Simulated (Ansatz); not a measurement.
The reference is MgTe in the wurtzite structure (space group P6_3mc, No. 186).

```
CELL_PARAMETERS angstrom
      4.56143     0.00000     0.00000
     -2.28071     3.95031     0.00000
      0.00000     0.00000     7.41192
ATOMIC_POSITIONS crystal
  Mg 0.33333 0.66667 0.99959
  Mg 0.66667 0.33333 0.49959
  Te 0.33333 0.66667 0.37641
  Te 0.66667 0.33333 0.87641
```

Level of theory: PBEsol (Ansatz, an electronic-structure program; PAW; 420 eV plane waves; no SOC).

Before the change:

The band gap is 2.39 eV and the electron mass is 0.15 mₑ along c, 0.17 mₑ across (at Γ).

Modification: cell and atoms relaxed at a pressure of 0.9 GPa.

What does the calculation give for the band gap after the change?

The band gap goes up by 0.10 eV to 2.49 eV.

How does this affect the electron mass?

The electron mass goes from 0.15 mₑ along c, 0.17 mₑ across (at Γ) to 0.16 mₑ along c, 0.17 mₑ across (at Γ).

Spin-orbit coupling, missing from the scalar runs, can matter with Te. Load acts through the strain it causes; cell and atoms are relaxed under it. Masses are band curvatures over ±0.01 Å⁻¹ around the edge. Whether these cells are dynamically stable was not tested.
